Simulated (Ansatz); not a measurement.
Consider MnB (space group Pnma, No. 62; a = 5.3605 Å, b = 2.9607 Å, c = 4.0664 Å; ferromagnetic). Axes: x, y, z lie along a, b, c of the conventional cell.

Method: plane-wave PAW DFT at the PBEsol level (Ansatz, a program for electronic structure, 420 eV), no SOC.

Base values:

The pressure comes out as 0.0 GPa. The largest site moment comes out as 1.68 μB and the volume per atom is 8.07 Å³.

Perturbation: tensile biaxial strain of 0.56 % in the plane normal to [001], as in epitaxy on a mismatched substrate; the out-of-plane cell vector and the atoms relax.

### Question
Predict the new pressure, largest site moment and volume per atom.

### Answer
The pressure (mean of the normal stresses, compression positive) goes from zero to -2.2 GPa; the largest site moment is nearly the same (1.68 μB against 1.70 μB); the volume per atom grows by 0.06 Å³, from 8.07 Å³ to 8.13 Å³.

Other magnetic orders, which the real material may have, were not ruled out. Without a gap, meshes like the base's 8×15×11 leave anisotropic stresses uncertain by several tenths of a GPa, and small strain energies with them. Whether these cells are dynamically stable was not tested.
